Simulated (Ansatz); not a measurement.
Output of an Ansatz run (abridged):

```
WARN ansatz: RAYON_NUM_THREADS=1 ignored (pool sized by the plan → 1); use --threads N
Pseudopotentials: kind: paw
Pseudopotential: Cs, paw, valence charge 9
Pseudopotential: Bi, paw, valence charge 15
Crystal: 4 atoms, lattice volume = 204.103 Å³
Basis set: ecut = 420 eV, 3943 PW (Γ), exchange–correlation on 90×90×90 points (8 copies of the dense FFT grid, shifted against one another)
Bands: 26, of which v1, the nominal top of the filled ones, is band 21 counted from 1 (20 counted from 0)
Symmetry: 8 space group operations
Space group: I4mm (ITA 107), of the structure as read, at distance tolerance 5.9e-5 Å
k-points: 18 of 125 (time reversal used)
PAW frozen core: Cs, regenerated for the run's functional, and the local potential with it
PAW frozen core: Bi, regenerated for the run's functional, and the local potential with it
Initial density: superposition of atomic densities (neutral atoms: chi_scale 0, normalization atom), corrected by the library's trained network
Initial wavefunctions: pseudopotential atomic-orbital guess
Eigensolver: davidson
Functional: x = pbesol(κ = 0.804, μ = 0.12345679012345678), c = pbesol(β = 0.046)
SCF iter   1: F=—  HF=-29000.857131 eV  |F-HF|=—  |Δ(HF+E_count)|=         —  Δρ=1.24e-3  dr2=7.35e-3  ethr=1.77e-3  ⟨swp⟩=8.2  Hψ=2301  notcnv=0
all-band conjugate gradients solve this SCF's bands
preconditioner: auto → Resta (q_TF=auto, 2.096 Å⁻¹)
SCF iter   2: F=—  HF=-29000.856726 eV  |F-HF|=—  |Δ(HF+E_count)|=   4.05e-4  Δρ=6.75e-4  dr2=8.93e-4  ethr=1.75e-5  ⟨swp⟩=2.4  Hψ=986  notcnv=0
SCF iter   3: F=—  HF=-29000.856668 eV  |F-HF|=—  |Δ(HF+E_count)|=   5.72e-5  Δρ=3.25e-4  dr2=2.04e-4  ethr=2.13e-6  ⟨swp⟩=2.1  Hψ=788  notcnv=0
SCF iter   4: F=—  HF=-29000.856735 eV  |F-HF|=—  |Δ(HF+E_count)|=   6.67e-5  Δρ=6.68e-5  dr2=9.73e-6  ethr=4.87e-7  ⟨swp⟩=2.9  Hψ=827  notcnv=0
SCF iter   5: F=—  HF=-29000.856690 eV  |F-HF|=—  |Δ(HF+E_count)|=   4.50e-5  Δρ=1.47e-5  dr2=7.85e-7  ethr=2.32e-8  ⟨swp⟩=2.0  Hψ=632  notcnv=0
SCF iter   6: F=-29000.856691 eV  HF=-29000.856691 eV  |F-HF|=2.18e-9  |Δ(HF+E_count)|=   6.07e-7  Δρ=2.31e-6  dr2=2.98e-8  ethr=2.38e-10  ⟨swp⟩=9.9  Hψ=2837  notcnv=0
SCF 1 converged in 6 iterations: F = -29000.856691 eV  dr2 = 2.98e-8
SCF converged after 6 iterations
Free energy (F): -29000.856691 eV
Harris-Foulkes:  -29000.856691 eV  (|F-HF|=2.18e-9)
Internal energy: -29000.850510 eV  (E = F + TS)
E sigma→0 (E₀):  -29000.853600 eV
Entropy (-TS):   -0.006181 eV (-1.545 meV/atom)
Fermi energy:    6.291333 eV
--- Per-component energies (eV) ---
  E_band       = -290.948284
  E_kinetic    = 730.691729
  E_local      = -2616.072513  (includes V_loc(G=0)·N_el)
  E_nonlocal   = 653.863205
  E_hartree    = 908.132827
  E_xc         = -667.670931
  E_vxc        = -522.029464  (∫ρ·V_xc dr)
  E_paw        = -25461.080913  (= ΣΔE_a)
  E_vpaw       = -353.670851  (= ΣTr[D̂ρ^β])
  E_aug_tail   = -0.000475  (compensation charges beyond the density's cutoff)
  E_ewald      = -2549.235671
  E_core_change = 0.522232  (= ΣΔE_core)
  E_smearing   = -0.006181  (= −TS)
  E_closure    = -0.000000  (closes the sum)
  Σ components = -29000.856691   (vs F -29000.856691, Δ=0.00e0)
--- Forces (eV/Å), atoms counted from 1 ---
  atom   1  Cs     0.00000000    -0.00000000     0.01960336
  atom   2  Cs     0.00000000     0.00000000     0.01960336
  atom   3  Cs    -0.00000000     0.00000000    -0.02903309
  atom   4  Bi     0.00000000     0.00000000    -0.01018131
  max |Σ_I F_I| component: 7.68e-6 eV/Å
--- Stress (GPa, compression-positive) ---
       -0.464828       0.000000       0.000000
        0.000000      -0.464828       0.000000
        0.000000       0.000000      -0.466194
  P = ⅓ Tr σ = -0.4653 GPa (-4.653 kbar)
  The stress holds the Pulay correction. Without it, at fixed plane waves, as pw.x and ABINIT print it: P = -0.4693 GPa
--- Band table (eV; the first three rows and the last of 18) ---
  k-point 0: bands = ["-17.4607", "-16.6022", "-16.5671", "-14.9643", "-14.9643", "-14.9643", "-14.9581", "-14.9580", "-4.3734", "-4.3734", "-4.3709", "-3.5964", "-3.5951", "-3.5951", "-3.2306", "-3.2300", "-3.2300", "-2.9710", "5.5840", "5.5840", [...]
  k-point 1: bands = ["-17.4568", "-16.6019", "-16.5723", "-14.9643", "-14.9642", "-14.9639", "-14.9581", "-14.9581", "-4.4016", "-4.3967", "-4.3902", "-3.5672", "-3.5575", "-3.5551", "-3.4047", "-3.2436", "-3.2432", "-2.7768", "5.1863", "5.5391", [...]
  k-point 2: bands = ["-17.4505", "-16.5976", "-16.5845", "-14.9642", "-14.9642", "-14.9632", "-14.9581", "-14.9580", "-4.4466", "-4.4308", "-4.4289", "-3.5848", "-3.4980", "-3.4975", "-3.4292", "-3.2677", "-3.2672", "-2.6482", "5.1128", "5.5198", [...]
  k-point 17: bands = ["-17.4459", "-16.5993", "-16.5884", "-14.9641", "-14.9639", "-14.9631", "-14.9581", "-14.9580", "-4.5381", "-4.5091", "-4.3237", "-3.8161", "-3.4413", "-3.3426", "-3.3287", "-3.2877", "-3.2723", "-2.6005", "5.2180", "5.7114", [...]
```

The structure:

```
CELL_PARAMETERS angstrom
      0.00000     4.67311     4.67311
      4.67311     0.00000     4.67311
      4.67311     4.67311     0.00000
ATOMIC_POSITIONS crystal
  Cs 0.25000 0.25000 0.25000
  Cs 0.75000 0.75000 0.75000
  Cs 0.50535 0.50535 0.49465
  Bi 0.00000 0.00000 0.00000
```

Write an input that gives this output.

Other spellings and defaults could give the same log, and not every line can be read from it. The input that was run (DFT, PBEsol, plane waves, default PAW files made with PBE):

Ansatz 0.2 input:
```yaml
# Cs3Bi
crystal:
  lattice:
    - [0.000000, 4.673112, 4.673112]
    - [4.673112, 0.000000, 4.673112]
    - [4.673112, 4.673112, 0.000000]
  atoms:
    - { symbol: Cs, position_ang: [2.336556, 2.336556, 2.336556] }
    - { symbol: Cs, position_ang: [7.009668, 7.009668, 7.009668] }
    - { symbol: Cs, position_ang: [4.673112, 4.673112, 4.723114] }
    - { symbol: Bi, position_ang: [0.000000, 0.000000, 0.000000] }
basis:
  ecutwfc: 420.0
kpoints:
  mp_grid: { grid: [5, 5, 5] }
hamiltonian:
  xc: pbesol
  pseudopotentials: { kind: paw }
scf:
  occupations: { method: gaussian, width: 0.272 }
output:
  forces: true
  eigenvalues: true
  stress: true
```

The starting cell comes from a database of computed structures (which also holds hypothetical and non-ambient phases and stackings), without a prior relaxation at this level. Its lattice was rescaled by up to half a per cent. One atom was moved a little off its site on purpose. Spin-orbit coupling is off. Ansatz's pressure includes its estimate of the finite-basis (Pulay) stress.

Ansatz is an electronic-structure program.
